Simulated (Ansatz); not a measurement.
The parent structure is Rh in the fcc (Cu type) structure (space group Fm-3m, No. 225; a = 3.7800 Å).

Levels (all Ansatz, a first-principles code, PAW): PBEsol (420 eV, without spin-orbit coupling); PBEsol+SOC (420 eV, noncollinear with spin-orbit coupling).

The geometry is relaxed with PBEsol.

| Property | Result |
|---|---|
| PBEsol pressure | 0.0 GPa |

Q: What does PBEsol+SOC give at this geometry for the pressure?

A: The pressure goes from zero to 0.2 GPa.

Single points use the geometry relaxed with PBEsol. The spin-orbit shifts are approximate. Whether these cells are dynamically stable was not tested. The runs without spin-orbit coupling are not spin-polarised.
